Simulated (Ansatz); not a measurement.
Ansatz (a quantum-chemistry and plane-wave program) run on Sc2C (P4/nmm, 6 atoms in the cell): self-consistent single point.

Computed with LDA (PW92), default PAW files made with PBE (plane waves; Ansatz).

```xyz
6
Lattice="4.6611 0.0000 0.0000 0.0000 4.6611 0.0000 0.0000 0.0000 7.1122" Properties=species:S:1:pos:R:3 pbc="T T T"
Sc     0.0000     0.0000     0.0000
Sc     2.3306     2.3306     0.0000
Sc     2.3306     0.0000     1.9203
Sc     0.0000     2.3306     5.1919
C      2.3306     0.0000     4.9785
C      0.0000     2.3306     2.1337
```

Reference input (self-consistent single point, DFT, LDA (PW92), plane waves, default PAW files made with PBE): basis.ecutwfc = 420 eV; kpoints.mp_grid.grid = 5 5 3; hamiltonian.xc = lda; hamiltonian.pseudopotentials = {kind: paw} (the program's default PAW files); scf.occupations.method = fermi_dirac; scf.occupations.width = 0.05 eV. This run's input differs from it in these lines:

Ansatz 0.2 input:
```diff
@@ -13,3 +13,3 @@
 basis:
-  ecutwfc: 420.0 eV
+  ecutwfc: 545.0 eV
 kpoints:
```

The program printed (abridged):

```
SCF iter   1: F=—  HF=-8830.447120 eV  |F-HF|=—  |Δ(HF+E_count)|=         —  Δρ=9.26e-3  dr2=3.21e-1  ethr=1.77e-3  ⟨swp⟩=5.7  Hψ=1617  notcnv=0
all-band conjugate gradients solve this SCF's bands
preconditioner: auto → LDOS
SCF iter   2: F=—  HF=-8830.426053 eV  |F-HF|=—  |Δ(HF+E_count)|=   2.11e-2  Δρ=5.68e-3  dr2=5.08e-2  ethr=6.17e-4  ⟨swp⟩=2.0  Hψ=639  notcnv=0
   [... lines left out ...]
SCF iter   6: F=—  HF=-8830.415829 eV  |F-HF|=—  |Δ(HF+E_count)|=   9.41e-5  Δρ=4.72e-5  dr2=6.25e-6  ethr=9.82e-8  ⟨swp⟩=2.0  Hψ=468  notcnv=0
SCF iter   7: F=—  HF=-8830.415829 eV  |F-HF|=—  |Δ(HF+E_count)|=   4.24e-7  Δρ=1.98e-5  dr2=2.12e-6  ethr=1.20e-8  ⟨swp⟩=2.0  Hψ=482  notcnv=0
SCF iter   8: F=—  HF=-8830.415829 eV  |F-HF|=—  |Δ(HF+E_count)|=   1.42e-8  Δρ=5.43e-6  dr2=1.69e-7  ethr=4.07e-9  ⟨swp⟩=2.0  Hψ=472  notcnv=0
SCF iter   9: F=-8830.415829 eV  HF=-8830.415829 eV  |F-HF|=1.89e-9  |Δ(HF+E_count)|=   4.74e-9  Δρ=1.29e-6  dr2=4.07e-9  ethr=1.92e-10  ⟨swp⟩=4.1  Hψ=1198  notcnv=0
SCF 1 converged in 9 iterations: F = -8830.415829 eV  dr2 = 4.07e-9
Free energy (F): -8830.415829 eV
Internal energy: -8830.318342 eV  (E = F + TS)
E sigma→0 (E₀):  -8830.367085 eV
Entropy (-TS):   -0.097486 eV (-16.248 meV/atom)
Fermi energy:    5.395169 eV
--- Forces (eV/Å), atoms counted from 1 ---
  atom   1  Sc     0.00000000     0.00000000    -0.00000000
  atom   2  Sc     0.00000000     0.00000000     0.00000000
  atom   3  Sc     0.00000000     0.00000000     3.50194881
  atom   4  Sc     0.00000000     0.00000000    -3.50194881
  atom   5  C      0.00000000     0.00000000     1.66968739
  atom   6  C      0.00000000     0.00000000    -1.66968739
--- Stress (GPa, compression-positive) ---
      -16.605780       0.000000       0.000000
        0.000000     -16.605780       0.000000
        0.000000       0.000000     -11.788354
  P = ⅓ Tr σ = -15.0000 GPa (-150.000 kbar)
  The stress holds the Pulay correction. Without it, at fixed plane waves, as pw.x and ABINIT print it: P = -15.0037 GPa
```

The run converged in 9 iterations. Against the reference run the free energy goes down by 1.4 meV/atom, the pressure stays at -15.00 GPa and the largest force stays at 3.502 eV/Å.

The starting cell was generated: these elements placed on a structure prototype, without a prior relaxation; it need not be a known phase or ordering of this composition. Its lattice was rescaled by a random factor within 2.5 % of one. Forces in this geometry exceed 1 eV/Å. Ansatz's pressure includes its estimate of the finite-basis (Pulay) stress.
